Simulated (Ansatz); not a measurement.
Worked example: self-consistent single point of LaCu (Pm, 8 atoms in the cell) in Ansatz (a program for electronic structure).

Method of the run: PBEsol, default PAW files made with PBE (plane waves; Ansatz).

```yaml
crystal:
  lattice:
    - [7.55284, 0.00000, 0.00000]
    - [0.00000, 4.60795, 0.00000]
    - [0.00000, 0.00000, 5.60478]
  atoms:
    - { symbol: La, position: [0.67608, 0.25000, 0.40322] }
    - { symbol: La, position: [0.32392, 0.75000, 0.60570] }
    - { symbol: La, position: [0.82392, 0.75000, 0.89430] }
    - { symbol: La, position: [0.17608, 0.25000, 0.10570] }
    - { symbol: Cu, position: [0.53201, 0.25000, 0.89602] }
    - { symbol: Cu, position: [0.46799, 0.75000, 0.10398] }
    - { symbol: Cu, position: [0.96799, 0.75000, 0.39602] }
    - { symbol: Cu, position: [0.03201, 0.25000, 0.60398] }
```

Reference input (self-consistent single point, DFT, PBEsol, plane waves, default PAW files made with PBE): basis.ecutwfc = 420 eV; kpoints.mp_grid.grid = 3 5 4; hamiltonian.xc = pbesol; hamiltonian.pseudopotentials = {kind: paw} (the program's default PAW files); scf.occupations.method = gaussian; scf.occupations.width = 0.1 eV. This run's input differs from it in these lines:

Ansatz 0.2 input:
```diff
@@ -18,3 +18,3 @@
 kpoints:
-  mp_grid: { grid: [3, 5, 4] }
+  mp_grid: { grid: [5, 8, 7] }
 hamiltonian:
@@ -23,3 +23,3 @@
 scf:
-  occupations: { method: gaussian, width: 0.1 }
+  occupations: { method: gaussian, width: 0.02 }
 output:
```

Output (repeated stretches shortened):

```
SCF iter   1: F=—  HF=-51001.218926 eV  |F-HF|=—  |Δ(HF+E_count)|=         —  Δρ=1.15e-2  dr2=1.55e-1  ethr=1.77e-3  ⟨swp⟩=8.3  Hψ=31198  notcnv=0  defer=11
all-band conjugate gradients solve this SCF's bands
preconditioner: auto → Kerker (q_TF=auto, 2.516 Å⁻¹)
SCF iter   2: F=—  HF=-51001.201410 eV  |F-HF|=—  |Δ(HF+E_count)|=   1.75e-2  Δρ=2.68e-3  dr2=1.19e-2  ethr=1.29e-4  ⟨swp⟩=2.5  Hψ=11332  notcnv=0  defer=504
   [... lines left out ...]
SCF iter   5: F=—  HF=-51001.197731 eV  |F-HF|=—  |Δ(HF+E_count)|=   2.06e-5  Δρ=1.28e-4  dr2=3.74e-5  ethr=2.81e-7  ⟨swp⟩=2.0  Hψ=11351  notcnv=0  defer=504
SCF iter   6: F=—  HF=-51001.197815 eV  |F-HF|=—  |Δ(HF+E_count)|=   8.42e-5  Δρ=1.15e-4  dr2=1.67e-5  ethr=3.11e-8  ⟨swp⟩=2.0  Hψ=8626  notcnv=0  defer=504
SCF iter   7: F=—  HF=-51001.197812 eV  |F-HF|=—  |Δ(HF+E_count)|=   3.10e-6  Δρ=3.06e-5  dr2=1.41e-6  ethr=1.39e-8  ⟨swp⟩=2.0  Hψ=10964  notcnv=0  defer=504
SCF iter   8: F=-51001.197812 eV  HF=-51001.197812 eV  |F-HF|=6.99e-8  |Δ(HF+E_count)|=   9.45e-8  Δρ=5.63e-6  dr2=8.53e-8  ethr=8.33e-11  ⟨swp⟩=13.8  Hψ=38599  notcnv=0
SCF 1 converged in 8 iterations: F = -51001.197812 eV  dr2 = 8.53e-8
Free energy (F): -51001.197812 eV
Internal energy: -51001.196995 eV  (E = F + TS)
E sigma→0 (E₀):  -51001.197403 eV
Entropy (-TS):   -0.000817 eV (-0.102 meV/atom)
Fermi energy:    12.339828 eV
--- Forces (eV/Å), atoms counted from 1 ---
  atom   1  La     0.03092515     0.00000000    -0.21584156
  atom   2  La    -0.06904135     0.00000000     0.00384645
  atom   3  La    -0.06729662     0.00000000     0.06088981
  atom   4  La     0.07192141     0.00000000     0.01875127
  atom   5  Cu     0.00908204     0.00000000     0.11583343
  atom   6  Cu     0.00198541     0.00000000     0.00898901
  atom   7  Cu    -0.00891524     0.00000000     0.00985254
  atom   8  Cu     0.03134026     0.00000000    -0.00231376
--- Stress (GPa, compression-positive) ---
       -1.927397       0.000000       0.042878
        0.000000      -2.497925       0.000000
        0.042878       0.000000      -1.926745
  P = ⅓ Tr σ = -2.1174 GPa (-21.174 kbar)
  The stress holds the Pulay correction. Without it, at fixed plane waves, as pw.x and ABINIT print it: P = -2.1371 GPa
```

The run converged in 8 iterations. Against the reference run the free energy stays essentially unchanged (within 1 meV/atom), the pressure hardly changes (-2.09 to -2.12 GPa) and the largest force goes from 0.250 to 0.218 eV/Å.

The starting cell comes from a database of computed structures (which also holds hypothetical and non-ambient phases and stackings), without a prior relaxation at this level. Its lattice was rescaled by up to half a per cent. One atom was moved a little off its site on purpose. Spin polarisation is off. Ansatz's pressure includes its estimate of the finite-basis (Pulay) stress.

Cost on one core of a shared machine: roughly 2 min.
